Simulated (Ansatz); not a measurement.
**Computed paths: O vacancy in monoclinic ZrO2, neutral cell**

Defect migration in monoclinic ZrO2: O vacancy, neutral cell. All values below come from PBE, PAW (plane waves to 420 eV; Ansatz, an electronic-structure program).

Settings: 96 host sites, the relaxed PBE lattice, the Γ point alone, smearing 0.01 eV, spin-restricted, no image-charge correction. No zero-point or tunnelling terms. The charge state is imposed; whether it is stable for some Fermi level was not computed. Forms of the defect that were not tried may lie lower.

Barriers: single points on a 2×2×2 k-point mesh shifted by half a step at the bands' geometries (they differ from the bands' own by up to 0.15 eV, and are uncertain by about as much).

```tsv
Route	Start site over the lowest site run (eV)	Hop (Å)	Forward barrier (eV)	Backward barrier (eV)	Neighbours at the start	Neighbours at the saddle	Saddle order	Forward, on the band's own sampling (eV)
a nearby O atom hops onto the vacant site	0.12	2.69	1.43	1.43	O at 2.58, O at 2.60; Zr at 2.04, Zr at 2.08, Zr at 2.18 Å	Zr at 1.98, Zr at 2.24, Zr at 2.43 Å	first order	1.41
a nearby O atom hops onto the vacant site	0.12	2.76	1.87	1.87	O at 2.59, O at 2.61; Zr at 2.05, Zr at 2.09, Zr at 2.18 Å	Zr at 1.94, Zr at 2.33 Å	first order	1.85
a nearby O atom hops onto the vacant site	0.00	2.44	2.04	2.04	O at 2.55, 2 O at 2.70; Zr at 2.13, 2 Zr at 2.20, Zr at 2.38 Å	2 Zr at 2.00 Å	first order	1.89
a nearby O atom hops onto the vacant site	0.12	2.94	2.15	2.27	O at 2.57, O at 2.62, O at 2.68, O at 2.69, O at 2.74; Zr at 2.15, Zr at 2.17, 2 Zr at 2.29 Å	O at 2.50; Zr at 1.93, Zr at 2.20 Å	first order	2.13
```

Paths come from climbing-image nudged elastic band runs. Of the routes that converged and passed our checks, the lowest saddle point lies 1.55 eV above the lowest of the sites run (a nearby O atom hops onto the vacant site); other sites, such as split forms, and other routes may lie lower.  A further band (a nearby O atom hops onto the vacant site, 2.45 Å) gave 1.85 eV forward on its own sampling, 1.97 eV above the lowest site run, but at one of its points the charge lies in the host's bands or the defect's levels are part-filled, so it is not taken as a result. A further band (a nearby O atom hops onto the vacant site, 2.50 Å) gave 2.12 eV forward on its own sampling, 2.24 eV above the lowest site run, but at one of its points the charge lies in the host's bands or the defect's levels are part-filled, so it is not taken as a result.
